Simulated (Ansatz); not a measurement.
Consider the following.

```yaml
crystal:
  lattice:
    - [3.18693, 0.00000, 0.00000]
    - [-1.59347, 2.75996, 0.00000]
    - [1.59347, -0.91999, 2.60212]
  atoms:
    - { symbol: Ga, position: [0.00000, 0.00000, 0.00000] }
    - { symbol: N, position: [0.75000, 0.25000, 0.75000] }
```

The cell is taken as given; by r2SCAN it stands under a pressure of -1.2 GPa.

Transport runs along the normal of the first two printed cell vectors, the (111) plane of the conventional cell.

The gap is the functional's own, uncorrected, and κ follows it; spin-orbit coupling is left out. Mid-gap means the computed energy nearest the middle.

Problem. Estimate the band gap and the smallest decay constant κ at mid-gap that r2SCAN run with Ansatz (an electronic-structure program) returns for this system.

Solution. Gap 2.13 eV on a 12×12×12 mesh; κ = 0.146 1/Å, at the zone centre.
